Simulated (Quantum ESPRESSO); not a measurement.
A self-consistent single point of TiB2 (P1, 3 atoms in the cell) with Quantum ESPRESSO.

Method: LDA (PZ), GBRV 1.5 ultrasoft (LDA) pseudopotentials (plane waves; Quantum ESPRESSO).

```
TiB2
1.0
    1.51500    -2.62406     0.00000
    1.51500     2.62406     0.00000
    0.00000     0.00000     3.23000
Ti B
1 2
Direct
  0.99067   0.99826   0.00354
  0.33601   0.65392   0.47902
  0.67331   0.34782   0.51745
```

Reference input (self-consistent single point, DFT, PBE, plane waves, SSSP 1.1.2 efficiency (PBE) pseudopotentials): ecutwfc = 50 Ry; ecutrho = 400 Ry; occupations = smearing; smearing = gauss; degauss = 0.0147 Ry; potentials = {Ti: ti_pbe_v1.4.uspp.F.UPF, B: b_pbe_v1.4.uspp.F.UPF}; K_POINTS = automatic 8 8 7 0 0 0; conv_thr = 1e-10 Ry. This run's input differs from it in these lines:

```diff
@@ -22,4 +22,4 @@
 ATOMIC_SPECIES
-Ti    47.8670  ti_pbe_v1.4.uspp.F.UPF
-B     10.8100  b_pbe_v1.4.uspp.F.UPF
+Ti    47.8670  ti_lda_v1.4.uspp.F.UPF
+B     10.8100  b_lda_v1.4.uspp.F.UPF
 ATOMIC_POSITIONS crystal
```

Output (repeated stretches shortened):

```
     Self-consistent Calculation

     iteration #  1     ecut=    50.00 Ry     beta= 0.70

     negative rho (up, down):  1.230E-03 0.000E+00

     total energy              =    -131.82665755 Ry
     estimated scf accuracy    <       0.76466973 Ry

     iteration #  2     ecut=    50.00 Ry     beta= 0.70

     negative rho (up, down):  4.071E-04 0.000E+00

     total energy              =    -131.40487457 Ry
     estimated scf accuracy    <       4.26321560 Ry

     iteration #  3     ecut=    50.00 Ry     beta= 0.70

     negative rho (up, down):  4.267E-04 0.000E+00

     total energy              =    -132.24873366 Ry
     estimated scf accuracy    <       0.07466798 Ry

   [... 7 blocks of this kind left out ...]

     iteration # 11     ecut=    50.00 Ry     beta= 0.70

     negative rho (up, down):  4.826E-04 0.000E+00

     total energy              =    -132.24956149 Ry
     estimated scf accuracy    <          1.3E-10 Ry

     iteration # 12     ecut=    50.00 Ry     beta= 0.70

     negative rho (up, down):  4.826E-04 0.000E+00
     End of self-consistent calculation

     Number of k-points >= 100: set verbosity='high' to print the bands.

     the Fermi energy is    14.8942 ev

!    total energy              =    -132.24956149 Ry
     estimated scf accuracy    <          4.7E-11 Ry
     smearing contrib. (-TS)   =      -0.00037562 Ry
     internal energy E=F+TS    =    -132.24918587 Ry

     convergence has been achieved in  12 iterations

     negative rho (up, down):  4.826E-04 0.000E+00

     Forces acting on atoms (cartesian axes, Ry/au):

     atom    1 type  1   force =     0.01338108   -0.01505283   -0.00888449
     atom    2 type  2   force =     0.01622235    0.04478637    0.03354905
     atom    3 type  2   force =    -0.02960344   -0.02973355   -0.02466457

     Total force =     0.079044     Total SCF correction =     0.000003

     negative rho (up, down):  4.826E-04 0.000E+00
          total   stress  (Ry/bohr**3)                   (kbar)     P=      -98.62
  -0.00067855  -0.00003143   0.00000411          -99.82       -4.62        0.61
  -0.00003143  -0.00050962   0.00001575           -4.62      -74.97        2.32
   0.00000411   0.00001575  -0.00082307            0.61        2.32     -121.08

   JOB DONE.
```

The run converged in 12 iterations. Against the reference run the pressure goes from 0.82 to -9.86 GPa and the largest force goes from 1.528 to 1.498 eV/Å.

The starting cell has typed, rounded lattice constants, without a prior relaxation at this level. Its atoms were displaced at random from the sites of space group no. 191. Spin polarisation is off. With a pressure of about -10 GPa the cell is away from its equilibrium volume at this level. Forces in this geometry exceed 1 eV/Å.

Cost on one core of a shared machine: roughly 50 s.
